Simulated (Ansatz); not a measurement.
The starting structures come from a database of crystals and need not be the phases stable at ambient conditions.

 Where the default PAW files enter, the runs use the earlier of Ansatz's two default sets.

Inside the gap of an insulator the Bloch states are evanescent, with a wavenumber k + iκ along the transport direction.

Here is the system:

```
Cs2PtC2
1.0
    5.70110     0.00000     0.00000
   -2.85055     4.93730     0.00000
    0.00000     0.00000     5.21268
Cs Pt C
2 1 2
Direct
  0.33333   0.66667   0.27555
  0.66667   0.33333   0.72445
  0.00000   0.00000   0.00000
  0.00000   0.00000   0.37828
  0.00000   0.00000   0.62172
```

Space group of this cell: P-3m1. The cell is taken as given.

Transport runs along the normal of the first two printed cell vectors, the (001) plane of the conventional cell.

The gap is the functional's own. No spin-orbit coupling. Mid-gap values are interpolated on the energy grid.

### Question
State the band gap and the smallest decay constant κ at mid-gap according to r2SCAN in Ansatz (an electronic-structure program).

### Answer
Gap 1.33 eV on a 6×6×6 mesh; κ = 0.113 1/Å, at (0.500, 0.000) of the in-plane reciprocal vectors. At the zone centre, at the nearest computed energy, the slowest state has κ = 0.11 1/Å.
